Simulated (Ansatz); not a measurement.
Consider SnO in the litharge type structure (space group P4/nmm, No. 129; a = 3.836 Å, c = 4.757 Å; layered, stacked along the Cartesian z axis).

Structures relaxed with DFT with PBE-D3(BJ), PAW potentials and a 420 eV plane-wave cutoff in Ansatz (a first-principles code), without spin-orbit coupling, earlier PAW set.

Base:

Simulated powder pattern, Mo Kα, λ = 0.71073 Å (kinematic, ideal powder, no thermal factors, no anomalous dispersion; the 8 strongest lines at most, above 2 %, up to 2θ = 40°):

```csv
2θ (°),I/Imax (%),hkl
13.67,100,(101)
15.06,29,(110)
21.35,19,(200)
22.92,31,(112)
25.44,37,(211)
28.07,13,(103)
35.54,12,(213)
38.40,11,(312)
```

Modification: Rh takes the place of Sn on all its sites; the structure is relaxed again.

After the change:

Simulated powder pattern, Mo Kα, λ = 0.71073 Å (kinematic, ideal powder, no thermal factors, no anomalous dispersion; the 8 strongest lines at most, above 2 %, up to 2θ = 40°):

```tsv
2θ (°)	I/Imax (%)	hkl
15.96	100	(101)
17.00	35	(110)
20.02	17	(111)
24.14	23	(200)
24.31	17	(102)
27.20	18	(112)
29.07	35	(211)
34.53	11	(212)
```

The indices refer to each structure's own conventional cell; one index is shown for lines that coincide.

Stability against distortions was not tested. As relaxed here, RhO is a hypothetical phase, not in the database extracts checked. No Hubbard U is applied, and correlation can decide whether such a compound is a metal. All final runs are without spin polarisation.
